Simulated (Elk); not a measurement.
Input and output of a self-consistent single point for LiCl (Fm-3m, 2 atoms in the cell) (Elk)

Computed with PBE, all-electron FP-LAPW, Elk's shipped species files, default APW+lo basis (Elk).

Input as run:

```
tasks
  0

xctype
  20

swidth
  0.000734986

maxscl
  100

scale
  6.628665937

avec
    0.0000000000    0.7071067812    0.7071067812
    0.7071067812    0.0000000000    0.7071067812
    0.7071067812    0.7071067812    0.0000000000

sppath
  'species/'

atoms
  2
  'Li.in'
  1
  0.0000000000  0.0000000000  0.0000000000    0.0 0.0 0.0
  'Cl.in'
  1
  0.5000000000  0.5000000000  0.5000000000    0.0 0.0 0.0

ngridk
  11 11 11
```

Log, with long lists cut:

```
│ Elk code version 10.2.4 │

All units are atomic (Hartree, Bohr, etc.)

│ Ground-state run starting from atomic densities │

Lattice vectors :
   0.000000000       4.687174634       4.687174634
   4.687174634       0.000000000       4.687174634
   4.687174634       4.687174634       0.000000000

Unit cell volume      :    205.9507604
Brillouin zone volume :    1.204415137

Muffin-tin inner radius fraction :   0.1000000000E-01

Nuclei treated as point charges

Species :    1 (Li)
 parameters loaded from : Li.in
 name : lithium
 nuclear charge    :   -3.000000000
 electronic charge :    3.000000000
 atomic mass :    12652.66897
 muffin-tin radius :    1.800000000
 number of radial points in muffin-tin :    297
 atomic positions (lattice), magnetic fields (Cartesian) :
   1 :   0.00000000  0.00000000  0.00000000    0.00000000  0.00000000  0.00000000

Species :    2 (Cl)
 parameters loaded from : Cl.in
 name : chlorine
 nuclear charge    :   -17.00000000
 electronic charge :    17.00000000
 atomic mass :    64626.86545
 muffin-tin radius :    2.200000000
 number of radial points in muffin-tin :    397
 atomic positions (lattice), magnetic fields (Cartesian) :
   1 :   0.50000000  0.50000000  0.50000000    0.00000000  0.00000000  0.00000000

Total number of atoms per unit cell :    2

Spin treatment :
 spin-unpolarised

Number of Bravais lattice symmetries :   48
Number of crystal symmetries         :   48
Crystal has inversion symmetry
Real symmetric eigensolver will be used

k-point grid :     11    11    11
k-point offset :    0.000000000       0.000000000       0.000000000
k-point set is reduced with full crystal symmetry group
Total number of k-points :       56

Muffin-tin radius times maximum |G+k| :    7.000000000
 using average radius
Maximum |G+k| for APW functions       :    3.500000000
Maximum (1/2)|G+k|²                   :    6.125000000
Maximum |G| for potential and density :    12.00000000
 potential will be trimmed for |G| > 2 gkmax
Constant for pseudocharge density :    7
Radial integration step length :    4

G-vector grid sizes :     27    27    27
Number of G-vectors :     5985

Maximum angular momentum used for
 APW functions                      :    8
 outer part of muffin-tin           :    6
 inner part of muffin-tin           :    1

Total nuclear charge    :   -20.00000000
Total core charge       :    10.00000000
Total valence charge    :    10.00000000
Total excess charge     :    0.000000000
Total electronic charge :    20.00000000

Effective Wigner radius, rₛ :    1.349630647

Number of empty states         :    8
Total number of valence states :   13
Total number of core states    :   10

Total number of local-orbitals :   10

Exchange-correlation functional :     20     0     0
 Perdew-Burke-Ernzerhof, Phys. Rev. Lett. 77, 3865 (1996)
 gradient requirement :    1
 generalised gradient approximation (GGA)

Smearing type :    3
 Fermi-Dirac
Smearing width :   0.7349860000E-03
Effective electronic temperature (K) :    232.0902224

Mixing type :    3
 Broyden mixing, J. Phys. A: Math. Gen. 17, L317 (1984)

Kohn-Sham potential initialised from atomic data

│ Self-consistent loop started │
│ Loop number : 1 │
 total energy                :     -471.539246239
│ Loop number : 2 │
 total energy                :     -471.516629052
RMS change in Kohn-Sham potential (target) :    21.59790321     (  0.1000000000E-05)
Absolute change in total energy (target)   :   0.2261718653E-01 (  0.1000000000E-03)
│ Loop number : 3 │
 total energy                :     -470.366648868
RMS change in Kohn-Sham potential (target) :    10.87032815     (  0.1000000000E-05)
Absolute change in total energy (target)   :    1.155634481     (  0.1000000000E-03)
│ Loop number : 4 │
 total energy                :     -469.612203905
RMS change in Kohn-Sham potential (target) :    3.713961463     (  0.1000000000E-05)
Absolute change in total energy (target)   :    1.043353583     (  0.1000000000E-03)
│ Loop number : 5 │
 total energy                :     -469.325059634
RMS change in Kohn-Sham potential (target) :   0.9800075613     (  0.1000000000E-05)
Absolute change in total energy (target)   :   0.5479826667     (  0.1000000000E-03)
│ Loop number : 6 │
 total energy                :     -469.241574429
RMS change in Kohn-Sham potential (target) :   0.2134974730     (  0.1000000000E-05)
Absolute change in total energy (target)   :   0.2204808721     (  0.1000000000E-03)
│ Loop number : 7 │
 total energy                :     -469.215764464
RMS change in Kohn-Sham potential (target) :   0.2579986201E-01 (  0.1000000000E-05)
Absolute change in total energy (target)   :   0.8093018238E-01 (  0.1000000000E-03)
│ Loop number : 8 │
 total energy                :     -469.212099286
RMS change in Kohn-Sham potential (target) :   0.9807189664E-02 (  0.1000000000E-05)
Absolute change in total energy (target)   :   0.2389772430E-01 (  0.1000000000E-03)
│ Loop number : 9 │
 total energy                :     -469.209416363
RMS change in Kohn-Sham potential (target) :   0.1311013854E-02 (  0.1000000000E-05)
Absolute change in total energy (target)   :   0.8657353312E-02 (  0.1000000000E-03)
│ Loop number : 10 │
 total energy                :     -469.209126379
RMS change in Kohn-Sham potential (target) :   0.6933337333E-03 (  0.1000000000E-05)
Absolute change in total energy (target)   :   0.2454322325E-02 (  0.1000000000E-03)
│ Loop number : 11 │
 total energy                :     -469.208899915
RMS change in Kohn-Sham potential (target) :   0.1421538825E-04 (  0.1000000000E-05)
Absolute change in total energy (target)   :   0.8400449122E-03 (  0.1000000000E-03)
│ Loop number : 12 │
 total energy                :     -469.208908691
RMS change in Kohn-Sham potential (target) :   0.6089210527E-05 (  0.1000000000E-05)
Absolute change in total energy (target)   :   0.2012350446E-03 (  0.1000000000E-03)
│ Loop number : 13 │
 total energy                :     -469.208910307
RMS change in Kohn-Sham potential (target) :   0.3141217266E-05 (  0.1000000000E-05)
Absolute change in total energy (target)   :   0.4869297260E-04 (  0.1000000000E-03)
│ Loop number : 14 │
 total energy                :     -469.208907652
RMS change in Kohn-Sham potential (target) :   0.5574243858E-06 (  0.1000000000E-05)
Absolute change in total energy (target)   :   0.1482853963E-04 (  0.1000000000E-03)
Convergence targets achieved

│ Loop number : 15 │

Energies :
 Fermi                       :     0.525783774219E-01
 sum of eigenvalues          :     -263.610646008
 electron kinetic            :      471.394161209
 core electron kinetic       :      444.692705191
 Coulomb                     :     -910.418643265
 Coulomb potential           :     -696.039948446
 nuclear-nuclear             :     -68.5411108774
 electron-nuclear            :     -987.715116329
 Hartree                     :      145.837583942
 Madelung                    :     -562.398669042
 xc potential                :     -38.9648587710
 exchange                    :     -29.4445634410
 correlation                 :    -0.739861719611
 electron entropic           :    -0.156116057998E-11
 total energy                :     -469.208907217

Density of states at Fermi energy :   0.1360720683E-06
 (states/Hartree/unit cell)

Estimated indirect band gap :   0.2497207223
 from k-point     16 to k-point      6
Estimated direct band gap   :   0.2508372729
 at k-point      1

Charges :
 core                        :    10.00000000
 valence                     :    10.00000000
 interstitial                :    2.129902568
 muffin-tins (core leakage)
  species :    1 (Li)
   atom    1                 :    2.137497622     (   0.000000000    )
  species :    2 (Cl)
   atom    1                 :    15.73259981     (  0.1543823658E-04)
 total in muffin-tins        :    17.87009743
 total calculated charge     :    19.99907085
 total charge                :    20.00000000
 error                       :   0.9291524866E-03

│ Self-consistent loop stopped │
```

The run converged in 15 iterations. The count includes the last loop, which Elk runs after its targets are met.

The starting cell comes from a database of computed structures (which also holds hypothetical and non-ambient phases and stackings), without a prior relaxation at this level. Its lattice was rescaled by a random factor within 2.5 % of one. Values depend on the basis (sphere radii, cutoffs, local orbitals), which need not be converged.
